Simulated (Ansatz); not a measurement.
The parent structure is LiCl in the rock salt structure (space group Fm-3m, No. 225; a = 5.064 Å).

All numbers come from PBEsol in Ansatz (plane waves to 420 eV, PAW, scalar-relativistic without spin-orbit coupling).

For the base:

- Lattice parameter a = 5.064 Å
- Electron mass = 0.46 mₑ (at Γ)
- Width of the top valence band = 1.20 eV
- Band gap = 6.35 eV

Perturbation: cell and atoms relaxed at a pressure of 1.5 GPa.

Problem. Estimate the effect on the lattice parameter a, electron mass, width of the top valence band and band gap.

Solution. The lattice parameter a drops by 0.066 Å to 4.998 Å; the electron mass goes from 0.46 mₑ (at Γ) to 0.47 mₑ (at Γ); the width of the top valence band rises by 0.08 eV to 1.28 eV; the band gap goes up by 0.24 eV (6.35 eV → 6.59 eV).

Load acts through the strain it causes; cell and atoms are relaxed under it. Masses are band curvatures over ±0.01 Å⁻¹ around the edge. Whether these cells are dynamically stable was not tested.

Ansatz is an electronic-structure program.
